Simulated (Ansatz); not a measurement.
Method: PBE (plane waves to 420 eV, PAW; Ansatz, a quantum-chemistry and plane-wave program).

Planar average of the electrostatic potential across the slab, in eV from the Fermi level, for Ag on the 1x1 (111) surface of fcc Au (the real clean face reconstructs), one in a 2x2 cell, started at the site 'bridge Au-Au (span 2.9 Å)':

(z (Å), V (eV)): (5.30, 5.13); (5.59, 5.13); (5.89, 5.13); (6.18, 5.12); (6.48, 5.12); (6.77, 5.11); (7.07, 5.08); (7.36, 5.02); (7.66, 4.89); (7.95, 4.59); (8.24, 3.90); (8.54, 2.25); (8.83, -2.25); (9.13, -9.76); (9.42, -14.89); (9.72, -15.98); (10.01, -13.14); (10.31, -6.60); (10.60, -0.38); (10.89, 0.99); (11.19, -1.73); (11.48, -8.73); (11.78, -14.46); (12.07, -16.28); (12.37, -14.25); (12.66, -8.36); (12.96, -1.52); (13.25, 0.74); (13.54, -1.42); (13.84, -8.20); (14.13, -14.15); (14.43, -16.25); (14.72, -14.50); (15.02, -8.84); (15.31, -1.80); (15.61, 1.01); (15.90, -0.23); (16.19, -6.28); (16.49, -12.96); (16.78, -16.02); (17.08, -15.15); (17.37, -10.28); (17.67, -2.89); (17.96, 1.45); (18.26, 2.04); (18.55, 1.30); (18.84, 0.54); (19.14, 0.39); (19.43, 0.99); (19.73, 2.10); (20.02, 3.09); (20.32, 3.47); (20.61, 3.63); (20.91, 3.71); (21.20, 3.74); (21.49, 3.76); (21.79, 3.77); (22.08, 3.77); (22.38, 3.77); (22.67, 3.77); (22.97, 3.77); (23.26, 3.77)

Model: 17-atom slab, 7.2 Å thick at the start under the adsorbate (thin: gaps and levels are the slab's own), 6x6x1 mesh, Fermi-Dirac 0.1 eV, dipole correction, 8 atoms held, the rest relaxed; held to the start's symmetry, so lower structures may exist; no spin, no spin-orbit, no U, no dispersion correction. At the end it is bonded to 3 Au. In PBE it is, or lies within 0.03 eV of, the lowest of the starts that converged.

Question: The surface cell has an area of 29.93 Å². What dipole along the normal does the step between the two vacuum levels imply?

Answer: the top vacuum level lies 1.35 eV below the bottom one; p = −ε₀ A ΔV (ε₀ = 0.005526 e/(V·Å)) gives 0.22 e·Å a cell.
